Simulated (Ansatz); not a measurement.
# Input and output of a self-consistent single point for WC (P3m1, 2 atoms in the cell) (Ansatz)

Method: LDA (PW92), default PAW files made with PBE (plane waves; Ansatz, an electronic-structure program).

This input was run:

Ansatz 0.2 input:
```yaml
# WC
crystal:
  lattice:
    - [1.46227500, -2.53273500, 0.00000000]
    - [1.46227500, 2.53273500, 0.00000000]
    - [0.00000000, 0.00000000, 2.85420000]
  atoms:
    - { symbol: W, position_ang: [0.00000000, 0.00000000, 0.04999988] }
    - { symbol: C, position_ang: [1.46227500, 0.84424669, 1.42710000] }
basis:
  ecutwfc: 420.0
kpoints:
  mp_grid: { grid: [13, 13, 12] }
hamiltonian:
  xc: lda
  pseudopotentials: { kind: paw }
scf:
  occupations: { method: gaussian, width: 0.1 }
output:
  forces: true
  eigenvalues: true
  stress: true
```

Log, with long lists cut:

```
WARN the atoms were moved onto the symmetric positions of the space group found under crystal.symmetry.tolerance 1.0e-5 (fractional …
WARN ansatz: RAYON_NUM_THREADS=1 ignored (pool sized by the plan → 1); use --threads N
Pseudopotentials: kind: paw
Pseudopotential: W, paw, valence charge 14
Pseudopotential: C, paw, valence charge 4
Crystal: 2 atoms, lattice volume = 21.141 Å³
Basis set: ecut = 420 eV, 405 PW (Γ)
Bands: 13, of which v1, the nominal top of the filled ones, is band 9 counted from 1 (8 counted from 0)
Symmetry: 6 space group operations
Space group: P3m1 (ITA 156), of the structure as read, at distance tolerance 2.8e-5 Å
k-points: 217 of 2028 (time reversal used)
PAW frozen core: W, regenerated for the run's functional, and the local potential with it
PAW frozen core: C, regenerated for the run's functional, and the local potential with it
Initial density: superposition of atomic densities (neutral atoms: chi_scale 0, normalization atom), corrected by the library's trained network
Initial wavefunctions: pseudopotential atomic-orbital guess
Eigensolver: davidson
Functional: x = slater, c = lda
SCF iter   1: F=—  HF=-10373.282024 eV  |F-HF|=—  |Δ(HF+E_count)|=         —  Δρ=1.11e-2  dr2=2.27e-2  ethr=1.77e-3  ⟨swp⟩=5.2  Hψ=13852  notcnv=0
all-band conjugate gradients solve this SCF's bands
preconditioner: auto → none
SCF iter   2: F=—  HF=-10373.280593 eV  |F-HF|=—  |Δ(HF+E_count)|=   1.43e-3  Δρ=7.37e-3  dr2=1.20e-2  ethr=1.26e-4  ⟨swp⟩=1.0  Hψ=4557  notcnv=0
SCF iter   3: F=—  HF=-10373.278209 eV  |F-HF|=—  |Δ(HF+E_count)|=   2.38e-3  Δρ=9.92e-4  dr2=8.87e-5  ethr=6.68e-5  ⟨swp⟩=2.6  Hψ=3819  notcnv=0
SCF iter   4: F=—  HF=-10373.278180 eV  |F-HF|=—  |Δ(HF+E_count)|=   2.89e-5  Δρ=2.22e-4  dr2=5.11e-6  ethr=4.93e-7  ⟨swp⟩=2.0  Hψ=4447  notcnv=0
SCF iter   5: F=—  HF=-10373.278179 eV  |F-HF|=—  |Δ(HF+E_count)|=   8.95e-7  Δρ=6.83e-5  dr2=6.98e-7  ethr=2.84e-8  ⟨swp⟩=2.8  Hψ=4090  notcnv=0
SCF iter   6: F=-10373.278179 eV  HF=-10373.278179 eV  |F-HF|=4.60e-8  |Δ(HF+E_count)|=   1.70e-7  Δρ=1.70e-5  dr2=6.17e-8  ethr=5.56e-10  ⟨swp⟩=6.0  Hψ=13848  notcnv=0
SCF 1 converged in 6 iterations: F = -10373.278179 eV  dr2 = 6.17e-8
SCF converged after 6 iterations
Free energy (F): -10373.278179 eV
Harris-Foulkes:  -10373.278179 eV  (|F-HF|=4.60e-8)
Internal energy: -10373.276411 eV  (E = F + TS)
E sigma→0 (E₀):  -10373.277295 eV
Entropy (-TS):   -0.001768 eV (-0.884 meV/atom)
Fermi energy:    19.817504 eV
--- Per-component energies (eV) ---
  E_band       = -71.112447
  E_kinetic    = 540.593605
  E_local      = -686.752987  (includes V_loc(G=0)·N_el)
  E_nonlocal   = 32.138873
  E_hartree    = 239.687740
  E_xc         = -313.794399
  E_vxc        = -299.576476  (∫ρ·V_xc dr)
  E_paw        = -8400.618823  (= ΣΔE_a)
  E_vpaw       = -136.884925  (= ΣTr[D̂ρ^β])
  E_aug_tail   = -0.000050  (compensation charges beyond the density's cutoff)
  E_ewald      = -1784.876356
  E_core_change = 0.345985  (= ΣΔE_core)
  E_smearing   = -0.001768  (= −TS)
  E_closure    = 0.000000  (closes the sum)
  Σ components = -10373.278179   (vs F -10373.278179, Δ=0.00e0)
--- Forces (eV/Å), atoms counted from 1 ---
  atom   1  W      0.00000000    -0.00000000    -0.60590711
  atom   2  C      0.00000000    -0.00000000     0.60577275
  max |Σ_I F_I| component: 1.34e-4 eV/Å
--- Stress (GPa, compression-positive) ---
      -15.131825       0.000000       0.000000
       -0.000000     -15.131825      -0.000000
        0.000000      -0.000000     -18.425161
  P = ⅓ Tr σ = -16.2296 GPa (-162.296 kbar)
  The stress holds the Pulay correction. Without it, at fixed plane waves, as pw.x and ABINIT print it: P = -16.5664 GPa
--- Band table (eV; the first three rows and the last of 217) ---
  k-point 0: bands = ["-54.1223", "-18.1308", "-18.0337", "-18.0337", "5.6552", "15.5711", "16.5335", "16.5335", "19.9645", "22.8910", "22.8910", "25.3359", "25.3360"]
  k-point 1: bands = ["-54.1198", "-18.1799", "-18.0295", "-18.0295", "5.8213", "15.4870", "16.6085", "16.6085", "19.9399", "22.3529", "22.3529", "25.6413", "25.6413"]
  k-point 2: bands = ["-54.1129", "-18.3123", "-18.0180", "-18.0180", "6.2998", "15.1067", "16.8227", "16.8227", "20.1043", "21.3531", "21.3531", "25.8935", "25.8935"]
  k-point 216: bands = ["-54.0254", "-18.6518", "-18.5323", "-18.4143", "9.1333", "12.8505", "14.4786", "18.1977", "19.1236", "24.1637", "25.9713", "26.9479", "28.7600"]
```

The run converged in 6 iterations.

The starting cell has typed, rounded lattice constants, without a prior relaxation at this level. Its lattice was rescaled by up to half a per cent. One atom was moved a little off its site on purpose. Spin-orbit coupling is off. Spin polarisation is off. With a pressure of about -16 GPa the cell is away from its equilibrium volume at this level. Ansatz's pressure includes its estimate of the finite-basis (Pulay) stress.
